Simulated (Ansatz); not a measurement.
For WSi2 (model structure, started from the Al2Cu type, I4/mcm, No. 140, 6 atoms in the cell), PBE in Ansatz (plane waves, PAW) gives:

| Quantity | Result |
|---|---|
| equilibrium lattice constant a | 6.004 Å |
| c axis length | 5.179 Å |

Problem. What does PBE-D3(BJ) (Ansatz, a quantum-chemistry and plane-wave program, plane waves, PAW) give for the same quantities?

Solution. 
- lattice constant a: 5.946 Å (decreases by 1.0 %)
- lattice parameter c: 5.135 Å (decreases by 0.8 %)

Changes are worked out from the printed values.

Unless a cell is named, each level is at its own relaxed cell (PBE 15.56, PBE-D3(BJ) 15.13 Å³/atom).

Levels without +SOC leave out spin–orbit coupling, which shifts energies and cells of such heavy elements.

Ansatz's density-functional and Hartree–Fock values are scalar-relativistic unless marked +SOC, with PAW data made under PBE.

A model structure was made by putting elements into a prototype or built by hand; it is no filed structure, need not be a known phase, and can be a saddle point held by its symmetry.
